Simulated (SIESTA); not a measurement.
Worked example: self-consistent single point of FeNi3 (Pm-3m, 4 atoms in the cell) in SIESTA.

Method: GGA PBE, numerical atomic orbitals DZP, PseudoDojo PBE standard norm-conserving potentials (rewritten from UPF to PSML) (SIESTA 5.4.2).

The change in words: lattice scaled by 0.98. Reference geometry:
```xyz
4
Lattice="3.5599 0.0000 0.0000 0.0000 3.5599 0.0000 0.0000 0.0000 3.5599" Properties=species:S:1:pos:R:3 pbc="T T T"
Fe     0.0000     0.0000     0.0000
Ni     0.0000     1.7800     1.7800
Ni     1.7800     0.0000     1.7800
Ni     1.7800     1.7800     0.0000
```
Moments meant for the start (each program seeds them in its own way; μB, in the order of the atoms Fe Ni Ni Ni): 4.0 2.0 2.0 2.0.

Reference input (self-consistent single point, DFT, GGA PBE, numerical atomic orbitals DZP, PseudoDojo PBE standard norm-conserving potentials (rewritten from UPF to PSML)): XC.functional = GGA; XC.authors = PBE; potentials = PseudoDojo PBE standard; PAO.BasisSize = DZP; PAO.EnergyShift = 0.01 Ry; MeshCutoff = 350 Ry; kgrid.MonkhorstPack = 8 8 8; OccupationFunction = FD; ElectronicTemperature = 580.23 K; Spin = polarized; DM.InitSpin = [1 +4.00, 2 +2.00, 3 +2.00, 4 +2.00]; MaxSCFIterations = 150. This run's input differs from it in these lines:

```diff
@@ -10,3 +10,3 @@
 %endblock ChemicalSpeciesLabel
-LatticeConstant              3.559917 Ang
+LatticeConstant              3.488719 Ang
 %block LatticeVectors
@@ -19,5 +19,5 @@
      0.000000000    0.000000000    0.000000000  1
-     0.000000000    1.779958500    1.779958500  2
-     1.779958500    0.000000000    1.779958500  2
-     1.779958500    1.779958500    0.000000000  2
+     0.000000000    1.744359500    1.744359500  2
+     1.744359500    0.000000000    1.744359500  2
+     1.744359500    1.744359500    0.000000000  2
 %endblock AtomicCoordinatesAndAtomicSpecies
```

Log, with long lists cut:

```
        iscf     Eharris(eV)        E_KS(eV)     FreeEng(eV)     dDmax    Ef(eV) dHmax(eV)
   scf:    1   -17042.876652   -17086.511137   -17086.533714  0.652579 -0.804317 16.470772
     spin moment: {S} , |S| = {        0.0        0.0    6.42652 }     6.42652
   scf:    2   -17100.944666   -17096.549494   -17096.564698  0.191807 -1.732013 12.673455
     spin moment: {S} , |S| = {        0.0        0.0    5.98336 }     5.98336
   scf:    3   -17103.837474   -17100.656361   -17100.677120  0.115893 -2.274037  6.125155
     spin moment: {S} , |S| = {        0.0        0.0    5.85254 }     5.85254
   [... lines left out ...]
     spin moment: {S} , |S| = {        0.0        0.0    4.87342 }     4.87342
   scf:   15   -17103.556849   -17103.556848   -17103.583765  0.000052 -3.565287  0.001396
     spin moment: {S} , |S| = {        0.0        0.0    4.87357 }     4.87357
   scf:   16   -17103.556847   -17103.556847   -17103.583765  0.000013 -3.565291  0.000091
     spin moment: {S} , |S| = {        0.0        0.0    4.87357 }     4.87357
   scf:   17   -17103.556847   -17103.556847   -17103.583765  0.000002 -3.565290  0.000077
     spin moment: {S} , |S| = {        0.0        0.0    4.87358 }     4.87358
SCF Convergence by DM+H criterion
max |DM_out - DM_in|         :     0.0000016757
max |H_out - H_in|      (eV) :     0.0000773413
SCF cycle converged after 17 iterations

Using DM_out to compute the final energy and forces

siesta: E_KS(eV) =           -17103.5568

siesta: E_KS - E_eggbox =    -17103.5568

siesta: Atomic forces (eV/Ang):
     1   -0.000000    0.000000    0.000000
     2   -0.000000   -0.000000   -0.000000
     3   -0.000000    0.000000   -0.000000
     4    0.000000   -0.000000   -0.000000
   Tot   -0.000000   -0.000000   -0.000000
   Max    0.000000
   Res    0.000000    sqrt( Sum f_i^2 / 3N )
   Max    0.000000    constrained

Stress tensor Voigt[x,y,z,yz,xz,xy] (kbar):      -39.21      -39.21      -39.21       -0.00        0.00        0.00
(Free)E + p*V (eV/cell)   -17102.5445
   [... lines left out ...]
siesta: FreeEng =    -17103.583765
siesta: Cell volume =         42.461758 Ang**3
siesta:          39.21453111         39.21453111  kBar
   [... lines left out ...]

             -0.088  -0.080  -0.086

mulliken: Qtot =       32.563

Mulliken Atomic Populations:
Atom #   charge [q] valence [e]      Sz [e]  Species
     1    -0.188836   16.188836    3.076382  Fe
     2     0.062945   17.937055    0.599064  Ni
     3     0.062945   17.937055    0.599064  Ni
     4     0.062946   17.937054    0.599064  Ni
 Total     0.000000                4.873575
```

The run converged in 17 iterations. Against the reference run the free energy falls by 7.2 meV/atom, the pressure goes from -5.79 to 3.92 GPa and the size of the net moment goes from 1.26 to 1.22 μB/atom.

The starting cell comes from a database of computed structures (which also holds hypothetical and non-ambient phases and stackings), without a prior relaxation at this level. Its lattice was rescaled by a random factor within 2.5 % of one. For this run, on top of that: lattice scaled by 0.98. The magnetic order is the one reached from the typed start; others were not searched systematically. Values carry the incompleteness of an atom-centred basis. With a pressure of about 4 GPa the cell is away from its equilibrium volume at this level.

Cost on one core of a shared machine: roughly 70 s.
